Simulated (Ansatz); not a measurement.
The starting structures come from a database of crystals and need not be the phases stable at ambient conditions.

 Where the default PAW files enter, the runs use the earlier of Ansatz's two default sets.

By PBEsol, the system below comes out a metal.

Given:

```
NbSi2
1.0
    4.80621     0.00000     0.00000
   -2.40310     4.16230     0.00000
    0.00000     0.00000     6.38877
Nb Si
3 6
Cartesian
  1.20155   2.08115   1.06480
 -1.20155   2.08115   3.19438
  2.40311   0.00000   5.32397
  1.14019   0.65829   3.19438
  0.00000   1.31658   5.32397
  3.66602   0.65829   1.06480
  1.26292   3.50401   3.19438
  2.40311   2.84572   5.32397
 -1.26292   3.50401   1.06480
```

Space group of this cell: P6_222. The cell is strained (lengths along the current scaled by 0.97, ions clamped); by PBEsol its mean pressure is 3.6 GPa.

The current flows along the normal of the first two printed cell vectors, the (001) (indices of the unstrained crystal) plane of the conventional cell. No spin-orbit coupling; the value is a mean over 0.1 eV about the Fermi level.

Question: State the ballistic conductance per area according to Ansatz (an electronic-structure program) with PBEsol.

Answer: 0.37 × 10¹⁵ S/m² for both spins.
